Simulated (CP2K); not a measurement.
Input and output of a self-consistent single point for Zr3S2 (R32, 5 atoms in the cell) (CP2K).

Level of theory: LDA (Pade form), GPW, DZVP-MOLOPT-SR-GTH basis, GTH-PADE potentials (GTH_POTENTIALS) (CP2K).

```yaml
crystal:
  lattice:
    - [4.83710, 0.00000, 0.00000]
    - [1.35372, 4.64381, 0.00000]
    - [1.35372, 1.01544, 4.53143]
  atoms:
    - { symbol: Zr, position: [0.16128, 0.83872, 0.50000] }
    - { symbol: Zr, position: [0.50000, 0.16128, 0.83872] }
    - { symbol: Zr, position: [0.83872, 0.50000, 0.16128] }
    - { symbol: S, position: [0.33497, 0.33497, 0.33497] }
    - { symbol: S, position: [0.66503, 0.66503, 0.66503] }
```

Reference input (self-consistent single point, DFT LDA (Pade form), GPW, DZVP-MOLOPT-SR-GTH basis, GTH-PADE potentials (GTH_POTENTIALS)): CUTOFF = 500 Ry; REL_CUTOFF = 50 Ry; SMEAR/METHOD = FERMI_DIRAC; ELECTRONIC_TEMPERATURE = 1160.45 K; KPOINTS/SCHEME = MONKHORST-PACK 7 7 7; XC_FUNCTIONAL = PADE; Zr/BASIS_SET = DZVP-MOLOPT-SR-GTH-q12; Zr/POTENTIAL = GTH-PADE-q12; S/BASIS_SET = DZVP-MOLOPT-SR-GTH-q6; S/POTENTIAL = GTH-PADE-q6; METHOD = GPW; EPS_DEFAULT = 1e-10. This run's input differs from it in these lines:

```diff
@@ -40,3 +40,4 @@
     &KPOINTS
-      SCHEME MONKHORST-PACK 7 7 7
+      SCHEME MONKHORST-PACK 4 4 4
+      GAMMA_CENTERED T
     &END KPOINTS
```

Log, with long lists cut:

```
 SCF WAVEFUNCTION OPTIMIZATION

  Step     Update method      Time    Convergence         Total energy    Change
     1 NoMix/Diag. 0.30E+00      -     1.79992878      -163.2786090441 -1.63E+02
     2 Broy./Diag. 0.30E+00      -     0.01860452      -163.4842448503 -2.06E-01
     3 Broy./Diag. 0.30E+00      -     0.03244166      -162.6986084060  7.86E-01
     4 Broy./Diag. 0.30E+00      -     0.01167725      -162.2585648923  4.40E-01
     5 Broy./Diag. 0.30E+00      -     0.00100259      -162.2195168168  3.90E-02
     6 Broy./Diag. 0.30E+00      -     0.00108385      -162.2351324775 -1.56E-02
     7 Broy./Diag. 0.30E+00      -     0.00006821      -162.2490868443 -1.40E-02
     8 Broy./Diag. 0.30E+00      -     0.00006184      -162.2486673897  4.19E-04
     9 Broy./Diag. 0.30E+00      -     0.00000688      -162.2483197717  3.48E-04
    10 Broy./Diag. 0.30E+00      -     0.00000437      -162.2481681850  1.52E-04
    11 Broy./Diag. 0.30E+00      -     0.00000071      -162.2481768322 -8.65E-06
  *** SCF run converged in    11 steps ***

  Overlap energy of the core charge distribution:               0.00000000000088
  Self energy of the core charge distribution:               -307.64623491935413
  Core Hamiltonian energy:                                     67.77514437305834
  Hartree energy:                                              99.79514023263297
  Exchange-correlation energy:                                -22.16884643904134
  Electronic entropic energy:                                  -0.00338007102836
  Fermi energy:                                                 0.37411025481969

  Total energy:                                              -162.24817683218981
  Total energy (extrapolated to T->0):                       -162.24648679667564

   [... lines left out ...]

 STRESS| Analytical stress tensor [bar]
 STRESS|                        x                   y                   z
 STRESS|      x       -8.10158573649E+04  -2.96771391833E+03  -2.37663263608E+03
 STRESS|      y       -2.96771391833E+03  -7.92854606804E+04  -1.78273810263E+03
 STRESS|      z       -2.37663263608E+03  -1.78273810263E+03  -7.84866951323E+04
 STRESS| 1/3 Trace                                            -7.95960043925E+04
```

The run converged in 11 iterations. Against the reference run the free energy drops by 2.3 meV/atom, the pressure moves little (-7.93 to -7.96 GPa) and the largest force goes from 0.163 to 0.144 eV/Å.

The starting cell comes from a database of computed structures (which also holds hypothetical and non-ambient phases and stackings), without a prior relaxation at this level. Values carry the incompleteness of an atom-centred basis. With a pressure of about -8 GPa the cell is away from its equilibrium volume at this level.

Cost on one core of a shared machine: roughly 60 s.
